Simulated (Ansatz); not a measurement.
O on the Ca site (O_Ca) in rock-salt CaO (start: the Ca site; 64-site cell, 2×2×2 shifted sampling), charge −1. Calculation: PBE, PAW (plane waves to 420 eV; Ansatz, an electronic-structure program).

```
Quantity                                               Value
--------------------------------------------  --------------
total energy of the defect cell               -75139.4584 eV
total energy of the perfect cell              -76407.1454 eV
μ(Ca) in fcc Ca, atoms added −1                -1816.8597 eV
μ(O) in O2 molecule in a box, atoms added +1    -564.9684 eV
Δμ(Ca), Ca-rich                                     0.000 eV
Δμ(O), Ca-rich                                     -5.895 eV
valence-band maximum on the cell's zero             7.525 eV
image correction with alignment                     0.304 eV
Fermi level above the maximum                        1.90 eV
```

**Question.** Work out the formation energy.

**Answer.** E_f = E(defect) − E(perfect) − Σ n μ + q (E_VBM + E_F) + E_corr = 1267.687 − (1245.997) + (-9.425) + (0.304) = 12.57 eV.
